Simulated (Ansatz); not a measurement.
Na (bcc (W type), Im-3m), the quasi-harmonic free energy with PBEsol density-functional theory in Ansatz (plane waves, PAW). The cell was generated from a structure type, relaxed within its symmetry, and need not be the phase found at ambient conditions. The run noted for some of its cells that some bands missed the eigensolver's tolerance. The pressure is 5 GPa. The structure is held there; whether it is the stable one at that pressure was not tested.

| T (K) | α_L (10⁻⁶/K) | C_P (J/mol/K) | bulk modulus B_T (GPa) | γ |
|---|---|---|---|---|
| 50 | ___ | 10.5 | 23.8 | 0.85 |
| 100 | 15.4 | 19.1 | 23.6 | 0.90 |
| 150 | ___ | 22.2 | 23.4 | 0.91 |
| 200 | 19.5 | 23.6 | 23.2 | 0.92 |
| 250 | 20.3 | 24.4 | 23.0 | 0.92 |

### Question
Some entries are withheld; supply them.

### Answer

- 50, α_L (10⁻⁶/K): 8.0
- 150, α_L (10⁻⁶/K): 18.2

Whether this phase is the stable one at each condition was not tested.

The PAW data sets were generated under PBE and serve the other functionals too.

Ansatz is a first-principles code.
